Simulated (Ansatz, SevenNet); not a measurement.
# Equilibrium lattice constant a of hexagonal WC: levels of theory against measurement

Reference value: 2.906 Å (measured, 300 K, not corrected to a static lattice; as tabulated in Wikipedia's data pages).

Q: What do SevenNet-0, LDA, PBE, PBE-D4, PBE0 give, and how far is each from the reference?

A: 
```json
[
 {"level (code)": "SevenNet-0 (SevenNet)", "value (Å)": "2.928", "difference (%)": "+0.76"},
 {"level (code)": "LDA (Ansatz)", "value (Å)": "2.884", "difference (%)": "-0.76"},
 {"level (code)": "PBE (Ansatz)", "value (Å)": "2.922", "difference (%)": "+0.55"},
 {"level (code)": "PBE-D4 (Ansatz)", "value (Å)": "2.903", "difference (%)": "-0.10"},
 {"level (code)": "PBE0 (Ansatz)", "value (Å)": "2.899", "difference (%)": "-0.24"}
]
```

The reference is not for a static lattice or low temperature, so close values are not ranked against it.

The measured value isn't corrected to a static lattice, so vibrations enter the comparison. A static lattice is as a rule a little smaller than the measured one.  Density-functional levels without +SOC have no spin–orbit coupling. PBE0: the run has no spin polarisation, so it can have missed a magnetic state. Cutoffs and k meshes differ between the levels. Ansatz's density-functional and Hartree–Fock values are scalar-relativistic unless marked +SOC, with PAW data made under PBE.

Machine-learned potentials (SevenNet-0) are trained on DFT data, which may include these solids.

Differences are worked out from the printed values.

Ansatz is an electronic-structure program.
